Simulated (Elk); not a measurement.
# A self-consistent single point of Pb2Au (Ibam, 6 atoms in the cell) with Elk

Level of theory: PBEsol, all-electron FP-LAPW, Elk's shipped species files, default APW+lo basis run with Elk 10.2.4.

The input file:

```
tasks
  0

xctype
  22

rgkmax
  7.0

stype
  0

swidth
  0.00499791

scale
  11.06843133

avec
   -0.6206647920    0.6215362039    0.4779832248
    0.6206647920   -0.6215362039    0.4779832248
    0.6206647920    0.6215362039   -0.4779832248

sppath
  './'

atoms
  2   : nspecies
  'Pb.in'   : spfname
  4   : natoms; atposl, bfcmt below
  0.1596600000  0.1595600000  0.3192200000    0.0 0.0 0.0
  0.8403400000  0.8404400000  0.6807800000    0.0 0.0 0.0
  0.3403400000  0.6595600000  0.9999000000    0.0 0.0 0.0
  0.6596600000  0.3404400000  0.0001000000    0.0 0.0 0.0
  'Au.in'   : spfname
  2   : natoms; atposl, bfcmt below
  0.7500000000  0.2500000000  0.5000000000    0.0 0.0 0.0
  0.2500000000  0.7500000000  0.5000000000    0.0 0.0 0.0

ngridk
  4 4 4
```

Output, abridged:

```
│ Elk code version 10.2.4 │

All units are atomic (Hartree, Bohr, etc.)

│ Ground-state run starting from atomic densities │

Lattice vectors :
  -6.869785629       6.879430792       5.290524501
   6.869785629      -6.879430792       5.290524501
   6.869785629       6.879430792      -5.290524501

Unit cell volume      :    1000.125297
Brillouin zone volume :   0.2480191374

Muffin-tin inner radius fraction :   0.1000000000E-01

Nuclei treated as point charges

Species :    1 (Pb)
 parameters loaded from : Pb.in
 name : lead
 nuclear charge    :   -82.00000000
 electronic charge :    82.00000000
 atomic mass :    377702.4940
 muffin-tin radius :    2.800000000
 number of radial points in muffin-tin :    697
 atomic positions (lattice), magnetic fields (Cartesian) :
   1 :  -0.34034000  0.15956000 -0.18078000    0.00000000  0.00000000  0.00000000
   2 :   0.34034000 -0.15956000  0.18078000    0.00000000  0.00000000  0.00000000
   3 :  -0.15966000 -0.34044000  0.49990000    0.00000000  0.00000000  0.00000000
   4 :   0.15966000  0.34044000 -0.49990000    0.00000000  0.00000000  0.00000000

Species :    2 (Au)
 parameters loaded from : Au.in
 name : gold
 nuclear charge    :   -79.00000000
 electronic charge :    79.00000000
 atomic mass :    359048.0559
 muffin-tin radius :    2.620262250
 number of radial points in muffin-tin :    697
 atomic positions (lattice), magnetic fields (Cartesian) :
   1 :   0.25000000  0.25000000  0.00000000    0.00000000  0.00000000  0.00000000
   2 :  -0.25000000 -0.25000000  0.00000000    0.00000000  0.00000000  0.00000000

Total number of atoms per unit cell :    6

Spin treatment :
 spin-unpolarised

Number of Bravais lattice symmetries :    8
Number of crystal symmetries         :    8
Crystal has inversion symmetry
Real symmetric eigensolver will be used

k-point grid :      4     4     4
k-point offset :    0.000000000       0.000000000       0.000000000
   [... lines left out ...]
Maximum (1/2)|G+k|²                   :    3.263151577
Maximum |G| for potential and density :    12.00000000
 potential will be trimmed for |G| > 2 gkmax
Constant for pseudocharge density :    8
Radial integration step length :    4

G-vector grid sizes :     45    45    45
Number of G-vectors :    29185

Maximum angular momentum used for
 APW functions                      :    8
 outer part of muffin-tin           :    6
 inner part of muffin-tin           :    1

Total nuclear charge    :   -486.0000000
Total core charge       :    368.0000000
Total valence charge    :    118.0000000
Total excess charge     :    0.000000000
Total electronic charge :    486.0000000

Effective Wigner radius, rₛ :   0.7890596665

Number of empty states         :   24
Total number of valence states :   83
Total number of core states    :  368

Total number of local-orbitals :  122

Exchange-correlation functional :     22     0     0
 PBEsol, Phys. Rev. Lett. 100, 136406 (2008)
 gradient requirement :    1
 generalised gradient approximation (GGA)

Smearing type :    0
 Gaussian
Smearing width :   0.4997910000E-02
Effective electronic temperature (K) :    1578.215154

Mixing type :    3
 Broyden mixing, J. Phys. A: Math. Gen. 17, L317 (1984)

Kohn-Sham potential initialised from atomic data
│ Self-consistent loop started │
│ Loop number : 1 │
 total energy                :     -121774.870258
│ Loop number : 2 │
 total energy                :     -121776.451792
RMS change in Kohn-Sham potential (target) :   0.2370876771     (  0.1000000000E-05)
Absolute change in total energy (target)   :    1.581534197     (  0.1000000000E-03)
│ Loop number : 3 │
 total energy                :     -121778.420967
RMS change in Kohn-Sham potential (target) :   0.2225843626     (  0.1000000000E-05)
Absolute change in total energy (target)   :    2.364558344     (  0.1000000000E-03)
│ Loop number : 4 │
 total energy                :     -121779.734595
RMS change in Kohn-Sham potential (target) :   0.1792330051     (  0.1000000000E-05)
Absolute change in total energy (target)   :    1.904766974     (  0.1000000000E-03)
│ Loop number : 5 │
 total energy                :     -121777.475582
RMS change in Kohn-Sham potential (target) :   0.9763905095E-01 (  0.1000000000E-05)
Absolute change in total energy (target)   :    1.782820933     (  0.1000000000E-03)
   [... lines left out ...]
Absolute change in total energy (target)   :   0.6498828414E-02 (  0.1000000000E-03)
│ Loop number : 13 │
 total energy                :     -121777.923131
RMS change in Kohn-Sham potential (target) :   0.1855427026E-05 (  0.1000000000E-05)
Absolute change in total energy (target)   :   0.2182527402E-02 (  0.1000000000E-03)
│ Loop number : 14 │
 total energy                :     -121777.923371
RMS change in Kohn-Sham potential (target) :   0.2167099948E-06 (  0.1000000000E-05)
Absolute change in total energy (target)   :   0.3053169348E-03 (  0.1000000000E-03)
│ Loop number : 15 │
 total energy                :     -121777.923322
RMS change in Kohn-Sham potential (target) :   0.6710221578E-07 (  0.1000000000E-05)
Absolute change in total energy (target)   :   0.1254208182E-03 (  0.1000000000E-03)
│ Loop number : 16 │
 total energy                :     -121777.923313
RMS change in Kohn-Sham potential (target) :   0.2186478554E-07 (  0.1000000000E-05)
Absolute change in total energy (target)   :   0.4067382542E-04 (  0.1000000000E-03)
Convergence targets achieved

│ Loop number : 17 │

Energies :
 Fermi                       :     0.261235673939
 sum of eigenvalues          :     -75190.3756053
 electron kinetic            :      141200.117542
 core electron kinetic       :      138914.884953
 Coulomb                     :     -260718.447591
 Coulomb potential           :     -213414.294459
 nuclear-nuclear             :     -8157.21986313
 electron-nuclear            :     -291708.160997
 Hartree                     :      39146.9332687
 Madelung                    :     -154011.300362
 xc potential                :     -2976.19868774
 exchange                    :     -2226.23718398
 correlation                 :     -33.3560823960
 total energy                :     -121777.923316

Density of states at Fermi energy :    78.93516715
 (states/Hartree/unit cell)

Estimated indirect band gap :   0.1125677363E-01
 from k-point      9 to k-point      6
Estimated direct band gap   :   0.1132609568E-01
 at k-point      9

Charges :
 core                        :    368.0000000
 valence                     :    118.0000000
 interstitial                :    8.926222896
 muffin-tins (core leakage)
  species :    1 (Pb)
   atom    1                 :    80.37120098     (  0.1199999920E-02)
   atom    2                 :    80.37120098     (  0.1199999920E-02)
   atom    3                 :    80.37120098     (  0.1199999920E-02)
   atom    4                 :    80.37120098     (  0.1199999920E-02)
  species :    2 (Au)
   atom    1                 :    77.79448660     (  0.2591251222E-03)
   atom    2                 :    77.79448660     (  0.2591251222E-03)
 total in muffin-tins        :    477.0737771
 total calculated charge     :    485.9836703
 total charge                :    486.0000000
 error                       :   0.1632973868E-01

│ Self-consistent loop stopped │
```

The run converged in 17 iterations. The count includes the last loop, which Elk runs after its targets are met.

The starting cell comes from a database of computed structures (which also holds hypothetical and non-ambient phases and stackings), without a prior relaxation at this level. Its lattice was rescaled by a random factor within 2.5 % of one. Spin-orbit coupling is off. Values depend on the basis (sphere radii, cutoffs, local orbitals), which need not be converged. The log's line on a gap gives a spacing of levels on this mesh, which the program prints for metals too.

Cost on one core of a shared machine: roughly 50 s.
